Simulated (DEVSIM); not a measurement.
Device: Pt/Al2O3/SiO2/p-Si capacitor, at 300 K.

| layer (left to right) | material | thickness (nm) | Na (cm⁻³) |
|---|---|---|---|
| 1 | Al2O3 | 11.0 | - |
| 2 | SiO2 | 1.40 | - |
| 3 | Si | 3800 | 2.3e16 |

Metal gate on the left, work function 5.6 eV. Fixed charge at the semiconductor interface 0 cm⁻² (in units of +e); no interface traps.

This is a model device: material constants are rounded textbook-type values typed into the input, and sizes, dopings and lifetimes were drawn at random. Values at 300 K.

```
parameter      Al2O3  SiO2       Si
-------------  -----  ----  -------
gap (eV)         6.8     9    1.124
affinity (eV)   1.35   0.9     4.05
permittivity       9   3.9     11.7
Nc (cm⁻³)          -     -  2.86e19
Nv (cm⁻³)          -     -   3.1e19
```

DEVSIM, 1D Poisson equation in equilibrium, Boltzmann statistics, complete ionisation; no quantum confinement or tunnelling. Metal contacts follow the ideal Schottky-Mott rule: no Fermi-level pinning, no interface dipoles.

The Al2O3 thickness was swept, all else fixed.

```json
[
 {"Al2O3 thickness (μm)": "0.0044", "capacitance of the dielectric stack (μF/cm²)": "1.04", "threshold voltage (band bending 2φF) (V)": "1.44", "minimum of the low-frequency capacitance (μF/cm²)": "0.0539"},
 {"Al2O3 thickness (μm)": "0.006", "capacitance of the dielectric stack (μF/cm²)": "0.863", "threshold voltage (band bending 2φF) (V)": "1.45", "minimum of the low-frequency capacitance (μF/cm²)": "0.0538"},
 {"Al2O3 thickness (μm)": "0.0077", "capacitance of the dielectric stack (μF/cm²)": "0.729", "threshold voltage (band bending 2φF) (V)": "1.47", "minimum of the low-frequency capacitance (μF/cm²)": "0.0536"},
 {"Al2O3 thickness (μm)": "0.0093", "capacitance of the dielectric stack (μF/cm²)": "0.636", "threshold voltage (band bending 2φF) (V)": "1.49", "minimum of the low-frequency capacitance (μF/cm²)": "0.0523"},
 {"Al2O3 thickness (μm)": "0.011", "capacitance of the dielectric stack (μF/cm²)": "0.560", "threshold voltage (band bending 2φF) (V)": "1.50", "minimum of the low-frequency capacitance (μF/cm²)": "0.0512"},
 {"Al2O3 thickness (μm)": "0.013", "capacitance of the dielectric stack (μF/cm²)": "0.491", "threshold voltage (band bending 2φF) (V)": "…", "minimum of the low-frequency capacitance (μF/cm²)": "0.0505"}
]
```

### Question
What belongs in the gaps?

### Answer

- 0.013, threshold voltage (band bending 2φF) (V): 1.52
